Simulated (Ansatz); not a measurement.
Consider the following.

```yaml
crystal:
  lattice:
    - [5.15399, 0.00000, 0.00000]
    - [0.00000, 5.22811, 0.00000]
    - [0.87387, 0.00000, 5.25757]
  atoms:
    - { symbol: Zr, position: [0.27631, 0.04215, 0.79040] }
    - { symbol: Zr, position: [0.72369, 0.95785, 0.20960] }
    - { symbol: Zr, position: [0.72369, 0.54215, 0.70960] }
    - { symbol: Zr, position: [0.27631, 0.45785, 0.29040] }
    - { symbol: O, position: [0.93079, 0.83371, 0.84383] }
    - { symbol: O, position: [0.06921, 0.16629, 0.15617] }
    - { symbol: O, position: [0.06921, 0.33371, 0.65617] }
    - { symbol: O, position: [0.93079, 0.66629, 0.34383] }
    - { symbol: O, position: [0.44930, 0.74258, 0.02140] }
    - { symbol: O, position: [0.55070, 0.25742, 0.97860] }
    - { symbol: O, position: [0.55070, 0.24258, 0.47860] }
    - { symbol: O, position: [0.44930, 0.75742, 0.52140] }
```

Space group of this cell: P2_1/c. The cell is taken as given.

Calculation: r2SCAN (plane waves, PAW; Ansatz, an electronic-structure program).

The current runs along the normal of the first two printed vectors; no spin-orbit coupling. Scaled by the factor s: both lengths across the current (ions clamped). Meshes 6×6×6 and 6×6 across the current in all rows.

| s | mean pressure (GPa) | band gap (eV) |
|---|---|---|
| 0.98 | 10.8 | 4.34 |
| 1.00 | -0.1 | 4.14 |
| 1.02 | -9.1 | ? |

Question: Take the slope of the band gap against ln s from the two given rows, extrapolate to s = 1.02, and say what the run there gives.

Answer: Slope = (4.34 − 4.14) / ln 0.98 = -9.90 eV. The line gives 4.14 + (-9.90) × ln 1.02 = 3.94 eV. The run gives 3.94 eV, as the line does.
